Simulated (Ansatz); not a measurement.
Input and output of a self-consistent single point for LuPt₃ (P4mm, 4 atoms in the cell) (Ansatz, an electronic-structure program).

Method: PBEsol, default PAW files made with PBE (plane waves; Ansatz).

```yaml
crystal:
  lattice:
    - [4.02556, 0.00000, 0.00000]
    - [0.00000, 4.02556, 0.00000]
    - [0.00000, 0.00000, 4.02556]
  atoms:
    - { symbol: Lu, position: [0.00000, 0.00000, 0.01242] }
    - { symbol: Pt, position: [0.00000, 0.50000, 0.50000] }
    - { symbol: Pt, position: [0.50000, 0.00000, 0.50000] }
    - { symbol: Pt, position: [0.50000, 0.50000, 0.00000] }
```

Reference input (self-consistent single point, DFT, PBEsol, plane waves, default PAW files made with PBE): basis.ecutwfc = 420 eV; kpoints.mp_grid.grid = 7 7 7; hamiltonian.xc = pbesol; hamiltonian.pseudopotentials = {kind: paw} (the program's default PAW files); scf.occupations.method = fermi_dirac; scf.occupations.width = 0.1 eV. This run's input differs from it in these lines:

Ansatz 0.2 input:
```diff
@@ -12,3 +12,3 @@
 basis:
-  ecutwfc: 420.0
+  ecutwfc: 295.0
 kpoints:
```

Output (repeated stretches shortened):

```
SCF iter   1: F=—  HF=-51766.544607 eV  |F-HF|=—  |Δ(HF+E_count)|=         —  Δρ=1.36e-2  dr2=1.27e-1  ethr=1.77e-3  ⟨swp⟩=6.0  Hψ=6356  notcnv=0
all-band conjugate gradients solve this SCF's bands
preconditioner: auto → Kerker (q_TF=auto, 2.817 Å⁻¹)
SCF iter   2: F=—  HF=-51766.521611 eV  |F-HF|=—  |Δ(HF+E_count)|=   2.30e-2  Δρ=6.47e-3  dr2=3.39e-2  ethr=1.61e-4  ⟨swp⟩=2.1  Hψ=2898  notcnv=0
   [... lines left out ...]
SCF iter   5: F=—  HF=-51766.515275 eV  |F-HF|=—  |Δ(HF+E_count)|=   2.75e-4  Δρ=2.97e-4  dr2=1.30e-4  ethr=1.67e-6  ⟨swp⟩=2.0  Hψ=2746  notcnv=0  defer=20
SCF iter   6: F=—  HF=-51766.515256 eV  |F-HF|=—  |Δ(HF+E_count)|=   1.88e-5  Δρ=8.91e-5  dr2=3.55e-6  ethr=1.65e-7  ⟨swp⟩=2.0  Hψ=3231  notcnv=0  defer=20
SCF iter   7: F=—  HF=-51766.515442 eV  |F-HF|=—  |Δ(HF+E_count)|=   1.86e-4  Δρ=1.27e-5  dr2=1.12e-7  ethr=4.49e-9  ⟨swp⟩=2.0  Hψ=3167  notcnv=0  defer=20
SCF iter   8: F=-51766.515442 eV  HF=-51766.515442 eV  |F-HF|=3.81e-8  |Δ(HF+E_count)|=   8.95e-8  Δρ=5.49e-6  dr2=2.68e-8  ethr=1.27e-10  ⟨swp⟩=8.0  Hψ=7454  notcnv=0
SCF 1 converged in 8 iterations: F = -51766.515442 eV  dr2 = 2.68e-8
Free energy (F): -51766.515442 eV
Internal energy: -51766.415493 eV  (E = F + TS)
E sigma→0 (E₀):  -51766.465468 eV
Entropy (-TS):   -0.099949 eV (-24.987 meV/atom)
Fermi energy:    21.877423 eV
--- Forces (eV/Å), atoms counted from 1 ---
  atom   1  Lu    -0.00000000     0.00000000    -0.58384666
  atom   2  Pt     0.00000000     0.00000000     0.29231858
  atom   3  Pt    -0.00000000     0.00000000     0.29231858
  atom   4  Pt     0.00000000     0.00000000    -0.00081149
--- Stress (GPa, compression-positive) ---
        0.616956       0.000000       0.000000
        0.000000       0.616956       0.000000
        0.000000       0.000000       0.604794
  P = ⅓ Tr σ = 0.6129 GPa (6.129 kbar)
  The stress holds the Pulay correction. Without it, at fixed plane waves, as pw.x and ABINIT print it: P = -15.0878 GPa
```

The run converged in 8 iterations. Against the reference run the free energy goes up by 155 meV/atom, the pressure goes from -0.02 to 0.61 GPa and the largest force goes from 0.525 to 0.584 eV/Å.

The starting cell comes from a database of computed structures (which also holds hypothetical and non-ambient phases and stackings), without a prior relaxation at this level. Its lattice was rescaled by up to half a per cent. One atom was moved a little off its site on purpose. Spin polarisation is off. Ansatz's pressure includes its estimate of the finite-basis (Pulay) stress. Without the estimate this run gives -15.09 GPa. The cutoff lies below the one recommended for these files.
